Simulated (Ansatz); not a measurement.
Pyrite PtAs₂, treated with HSE06 (Ansatz, a quantum-chemistry and plane-wave program, plane waves, PAW).

Settings: plane-wave cutoff 460 eV, 4×4×4 k mesh, Fermi–Dirac smearing 0.01 eV, scalar-relativistic PAW data made under PBE.

Computed at the level's own relaxed cell.

**Question.** Predict the lattice constant a, band gap, smallest direct gap on the k points sampled and Γ–Γ gap.

**Answer.** 
* **lattice constant a**: 5.980 Å
* **band gap**: 0.69 eV
* **smallest direct gap on the k points sampled**: 1.50 eV
* **Γ–Γ gap**: 2.09 eV

Measured, for comparison: lattice constant a 5.967 Å (temperature not stated, no zero-point or thermal correction; as tabulated in Wikipedia's data pages). Computed (rounded) less measured: lattice constant a +0.2 %.

Spin–orbit coupling is not included; with these elements it can move the gap by several tenths of an eV or more.

Static lattice: no zero-point or thermal effects.
